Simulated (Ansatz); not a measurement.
## Input and output of a self-consistent single point for Na (Im-3m, 1 atom in the cell) (Ansatz)

Level of theory: PBE (plane waves, PAW; Ansatz, an electronic-structure program).

Input as run:

Ansatz 0.2 input:
```yaml
# Na
crystal:
  lattice:
    - [-2.140650, 2.140650, 2.140650]
    - [2.140650, -2.140650, 2.140650]
    - [2.140650, 2.140650, -2.140650]
  atoms:
    - { symbol: Na, position: [0.000000, 0.000000, 0.000000] }
basis:
  ecutwfc: 30.9 Ry
kpoints:
  mp_grid:
    grid: [11, 11, 11]
hamiltonian:
  xc: pbe
  pseudopotentials:
    kind: paw
scf:
  occupations:
    method: fermi_dirac
    width: 0.0073 Ry
output:
  forces: true
  eigenvalues: true
  stress: true
```

Output (repeated stretches shortened):

```
WARN ansatz: RAYON_NUM_THREADS=1 ignored (pool sized by the plan → 1); use --threads N
Pseudopotentials: kind: paw
Pseudopotential: Na, paw, valence charge 9
Crystal: 1 atoms, lattice volume = 39.237 Å³
Basis set: ecut = 420.4159175005146 eV, 767 PW (Γ), exchange–correlation on 50×50×50 points (8 copies of the dense FFT grid, shifted against one another)
Bands: 9, of which v1, the nominal top of the filled ones, is band 5 counted from 1 (4 counted from 0)
Symmetry: 48 space group operations
Space group: Im-3m (ITA 229), of the structure as read, at distance tolerance 3.4e-5 Å
k-points: 56 of 1331
Initial density: superposition of atomic densities (neutral atoms: chi_scale 0, normalization atom), corrected by the library's trained network
Initial wavefunctions: pseudopotential atomic-orbital guess
Eigensolver: davidson
Functional: x = pbe(κ = 0.804, μ = 0.2195149727645171), c = pbe(β = 0.06672455060314922)
SCF iter   1: F=—  HF=-1486.422365 eV  |F-HF|=—  |Δ(HF+E_count)|=         —  Δρ=4.80e-4  dr2=4.34e-5  ethr=1.77e-3  ⟨swp⟩=4.9  Hψ=3199  notcnv=0
all-band conjugate gradients solve this SCF's bands
preconditioner: auto → Kerker (q_TF=auto, 2.135 Å⁻¹)
SCF iter   2: F=—  HF=-1486.422239 eV  |F-HF|=—  |Δ(HF+E_count)|=   1.26e-4  Δρ=1.44e-4  dr2=5.63e-6  ethr=4.82e-7  ⟨swp⟩=2.1  Hψ=1225  notcnv=0
SCF iter   3: F=—  HF=-1486.422258 eV  |F-HF|=—  |Δ(HF+E_count)|=   1.89e-5  Δρ=7.75e-5  dr2=2.32e-6  ethr=6.26e-8  ⟨swp⟩=2.4  Hψ=706  notcnv=0
SCF iter   4: F=—  HF=-1486.422264 eV  |F-HF|=—  |Δ(HF+E_count)|=   6.30e-6  Δρ=2.75e-5  dr2=2.73e-7  ethr=2.58e-8  ⟨swp⟩=2.6  Hψ=766  notcnv=0
iter 5 did not close the SCF: its close was put off for the readings that it lacked (scf_convergence_deferred on its scf_iter line)
SCF iter   5: F=-1486.422264 eV  HF=-1486.422264 eV  |F-HF|=2.28e-8  |Δ(HF+E_count)|=   5.99e-8  Δρ=9.50e-6  dr2=1.85e-8  ethr=3.03e-9  ⟨swp⟩=2.1  Hψ=714  notcnv=0
SCF iter   6: F=-1486.422264 eV  HF=-1486.422264 eV  |F-HF|=8.46e-10  |Δ(HF+E_count)|=   1.03e-8  Δρ=2.17e-6  dr2=1.03e-9  ethr=2.06e-10  ⟨swp⟩=2.0  Hψ=1598  notcnv=0
SCF 1 converged in 6 iterations: F = -1486.422264 eV  dr2 = 1.03e-9
SCF converged after 6 iterations
Free energy (F): -1486.422264 eV
Harris-Foulkes:  -1486.422264 eV  (|F-HF|=8.46e-10)
Internal energy: -1486.408011 eV  (E = F + TS)
E sigma→0 (E₀):  -1486.415138 eV
Entropy (-TS):   -0.014253 eV (-14.253 meV/atom)
Fermi energy:    1.527578 eV
--- Per-component energies (eV) ---
  E_band       = -243.537267
  E_kinetic    = 120.037781
  E_local      = -1459.167232  (includes V_loc(G=0)·N_el)
  E_nonlocal   = 115.068275
  E_hartree    = 534.810068
  E_xc         = -38.265444
  E_vxc        = -49.162989  (∫ρ·V_xc dr)
  E_paw        = -263.166132  (= ΣΔE_a)
  E_vpaw       = -39.934509  (= ΣTr[D̂ρ^β])
  E_aug_tail   = -0.000034  (compensation charges beyond the density's cutoff)
  E_ewald      = -495.725293
  E_smearing   = -0.014253  (= −TS)
  E_closure    = 0.000000  (closes the sum)
  Σ components = -1486.422264   (vs F -1486.422264, Δ=0.00e0)
--- Forces (eV/Å), atoms counted from 1 ---
  atom   1  Na     0.00000000     0.00000000     0.00000000
  max |Σ_I F_I| component: 1.80e-32 eV/Å
--- Stress (GPa, compression-positive) ---
       -0.409797      -0.000000       0.000000
        0.000000      -0.409797      -0.000000
        0.000000      -0.000000      -0.409797
  P = ⅓ Tr σ = -0.4098 GPa (-4.098 kbar)
  The stress holds the Pulay correction. Without it, at fixed plane waves, as pw.x and ABINIT print it: P = -0.4116 GPa
--- Band table (eV; the first three rows and the last of 56) ---
  k-point 0: bands = ["-51.5369", "-23.4430", "-23.4430", "-23.4430", "-1.6536", "12.8711", "12.8711", "12.8711", "13.8405"]
  k-point 1: bands = ["-51.5367", "-23.4453", "-23.4438", "-23.4430", "-1.5139", "11.2125", "12.0895", "12.3308", "12.8811"]
  k-point 2: bands = ["-51.5364", "-23.4515", "-23.4459", "-23.4430", "-1.0969", "8.9255", "11.0908", "11.5561", "11.9186"]
  k-point 55: bands = ["-51.5342", "-23.4641", "-23.4637", "-23.4637", "4.8913", "6.0005", "6.2674", "6.2674", "7.0712"]
```

The run converged in 6 iterations.

The starting cell has typed, rounded lattice constants, without a prior relaxation at this level. Its lattice was rescaled by up to half a per cent. Ansatz's pressure includes its estimate of the finite-basis (Pulay) stress.
